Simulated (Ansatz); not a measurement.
Take BAs in the zinc blende structure (space group F-43m, No. 216; a = 4.768 Å) as the base.

Perturbation: Ga takes the place of B on all its sites, then cell and atoms are relaxed.

Levels (all Ansatz, a quantum-chemistry and plane-wave program, PAW): PBEsol (420 eV, no spin-orbit coupling); HSE06+SOC (420 eV, with spin-orbit coupling).

The geometry is relaxed with PBEsol.

- PBEsol valence-band top at Γ: 0.00, 0.00, 0.00 eV
- PBEsol lowest conduction level above the VBM at special points: Γ 0.42 eV; L 0.92 eV; X 1.36 eV

**Question.** What does HSE06+SOC give at this geometry for the valence-band top at Γ and lowest conduction level above the VBM at special points?

**Answer.** The valence-band top at Γ (three highest Kramers pairs, from the VBM) becomes 0.00, 0.00, -0.36 eV (PBEsol: 0.00, 0.00, 0.00 eV); the lowest conduction level above the VBM at special points becomes Γ 1.28 eV; L 1.63 eV; X 1.94 eV (PBEsol: Γ 0.42 eV; L 0.92 eV; X 1.36 eV). The threefold valence maximum splits by Δso ≈ 0.36 eV.

Single points use the geometry relaxed with PBEsol. The spin-orbit shifts are approximate. The levels and masses belong to the bands next to the band gap. Whether these cells are dynamically stable was not tested.
